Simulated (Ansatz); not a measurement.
## Response to strain in InAs

The parent structure is InAs in the zinc blende structure (space group F-43m, No. 216; a = 6.1096 Å). Axes: x, y, z lie along the cube axes.

Strains are applied to the cell and any free atomic positions relax.

Level of theory: DFT with r2SCAN, PAW potentials and a 500 eV plane-wave cutoff in Ansatz (a quantum-chemistry and plane-wave program), without spin-orbit coupling.

Notes on the quantities. energy relative to the base: free energy F.

| change | energy relative to the base | shortest interatomic distance |
|---|---|---|
| base | 0 meV/atom | 2.646 Å |
| tensor shear ε_xy = +1.43 % | +2.8 meV/atom | 2.637 Å |
| tensor shear ε_xy = +2.00 % | +5.4 meV/atom | 2.634 Å |
| tensor shear ε_xy = +0.57 % | +0.4 meV/atom | 2.642 Å |
| tensor shear ε_xy = +0.86 % | +1.0 meV/atom | 2.640 Å |
| tensor shear ε_xy = +1.14 % | +1.8 meV/atom | 2.639 Å |
| tensor shear ε_xy = +1.71 % | +3.9 meV/atom | 2.635 Å |

No phonon test of stability was made. All final runs are without spin polarisation.
